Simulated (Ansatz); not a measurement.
The starting structures come from a database of crystals and need not be the phases stable at ambient conditions.

Input:

```
CELL_PARAMETERS angstrom
      3.18832     0.00000     0.00000
     -1.59416     2.76117     0.00000
      0.00000     0.00000     5.29007
ATOMIC_POSITIONS crystal
  B  0.66667 0.33333 0.50041
  B  0.33333 0.66667 0.00041
  P  0.66667 0.33333 0.87459
  P  0.33333 0.66667 0.37459
```

Space group of this cell: P6_3mc, wurtzite. The cell is taken as given.

Level of theory: r2SCAN (plane waves, PAW; Ansatz, a quantum-chemistry and plane-wave program).

The current runs along the normal of the first two printed vectors; no spin-orbit coupling. Scaled by the factor s: both lengths across the current (ions clamped). Meshes 12×12×6 and 12×12 across the current in all rows.

| s | mean pressure (GPa) | slowest mid-gap decay constant κ (1/Å) |
|---|---|---|
| 0.98 | 8.0 | 0.147 |
| 1.00 | 0.4 | 0.163 |
| 1.02 | -5.7 | ? |

Q: Take the slope of the slowest mid-gap decay constant κ against ln s from the two given rows, extrapolate to s = 1.02, and say what the run there gives.

A: Slope = (0.147 − 0.163) / ln 0.98 = 0.792 1/Å. The line gives 0.163 + (0.792) × ln 1.02 = 0.179 1/Å. The run gives 0.178 1/Å, 0.001 1/Å under the line, 4 % of the predicted step.
